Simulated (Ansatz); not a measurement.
# Bulk modulus of SnPt (P6₃/mmc, No. 194) at several levels of theory

No measured value is used here.

```csv
level (code),value (GPa),cell (Å³/atom)
LDA (Ansatz),156,19.59
PBEsol (Ansatz),146,20.02
r²SCAN (Ansatz),144,20.29
```

The crystal itself was run without spin with LDA, PBEsol, r²SCAN; a magnetic state was not tried in these runs. Density-functional levels without +SOC have no spin–orbit coupling. LDA, PBEsol, r²SCAN: the bulk modulus is −V dP/dV from two relaxed cells at ±2 % in volume. Each level is taken at its own relaxed cell. Cutoffs differ between the levels. Ansatz's density-functional and Hartree–Fock values are scalar-relativistic unless marked +SOC, with PAW data made under PBE.

Ansatz is a first-principles code.
